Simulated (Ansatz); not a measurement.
Pressure series in MoTe2

The parent structure is MoTe₂ in the 2H-MoS2 type structure (space group P6_3/mmc, No. 194; a = 3.4966 Å, c = 13.6958 Å; layered, stacked along the Cartesian z axis).

Cell and atoms are relaxed at each pressure.

Computed with plane-wave PAW DFT at the PBE-D3(BJ) level (Ansatz, a first-principles code, 420 eV), no spin-orbit coupling.

```json
[
 {"case": "base", "band gap": "0.60 eV", "c/a ratio": "3.917", "density": "8.04 g/cm³"},
 {"case": "pressure −2 GPa", "band gap": "0.80 eV", "c/a ratio": "4.038", "density": "?"},
 {"case": "pressure −1 GPa", "band gap": "0.68 eV", "c/a ratio": "3.957", "density": "7.84 g/cm³"},
 {"case": "pressure 0.9 GPa", "band gap": "0.52 eV", "c/a ratio": "3.894", "density": "8.19 g/cm³"},
 {"case": "pressure 4.5 GPa", "band gap": "0.23 eV", "c/a ratio": "3.855", "density": "8.66 g/cm³"},
 {"case": "pressure 9 GPa", "band gap": "zero", "c/a ratio": "3.838", "density": "9.11 g/cm³"},
 {"case": "pressure 15 GPa", "band gap": "zero", "c/a ratio": "3.831", "density": "9.61 g/cm³"},
 {"case": "pressure 22.5 GPa", "band gap": "zero", "c/a ratio": "?", "density": "10.12 g/cm³"},
 {"case": "pressure 30 GPa", "band gap": "zero", "c/a ratio": "3.873", "density": "10.55 g/cm³"}
]
```

Some entries are withheld; estimate them.


- pressure −2 GPa, density: 7.55 g/cm³
- pressure 22.5 GPa, c/a ratio: 3.848

The mesh was chosen for an insulator and is coarse for the gapless case. With Te present, leaving out spin-orbit coupling can change the band edges. Load acts through the strain it causes; cell and atoms are relaxed under it. Stability against distortions was not tested. Competing high-pressure phases were not computed. The final runs are not spin-polarised. The D3 term's C6 switches between coordination references near this geometry, which can add small steps to energies. The zero or small gap of MoTe2 under pressure 4.5 GPa, MoTe2 under pressure 9 GPa, MoTe2 under pressure 15 GPa and MoTe2 under pressure 22.5 GPa can change with the level of theory.
